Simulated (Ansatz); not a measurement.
# Point defect Bi on the N site in metastable zinc-blende AlN

All values below come from PBE, PAW (plane waves to 420 eV; Ansatz, a quantum-chemistry and plane-wave program). The supercell holds 64 host sites (2×2×2 repeats of the unit cell), with a 2×2×2 shifted k-point sampling for the final energies. Site at the start: the N site. Finite-size correction: monopole term and site-potential alignment. Dielectric constants: PBE linear response of the host. Host gap at this level: 3.31 eV. A cell of this size leaves errors of a few tenths of an eV. The semilocal functional narrows the gap, so deep levels can fall outside it. Spin–orbit coupling is left out, which matters for these heavy elements. Each state is the lowest found from its start.

```csv
charge,moment (μB),largest move off a lattice site (Å),image correction with alignment (eV)
+1,1.0,0.52,0.76
0,not spin-polarised,0.48,0.00
−1*,1.0,0.50,–
```

* At this level the carrier isn't localised at the defect: at charge −1 electrons occupy the conduction band. Such a state is shallow or no state of the defect, and this cell gives it no level.

Transition levels above the valence-band maximum: ε(+1/0) = 1.49 eV. On the lower envelope of the bound states, inside the gap: (+1/0) at 1.49 eV.

Flagged in the runs: a doubtful potential alignment.
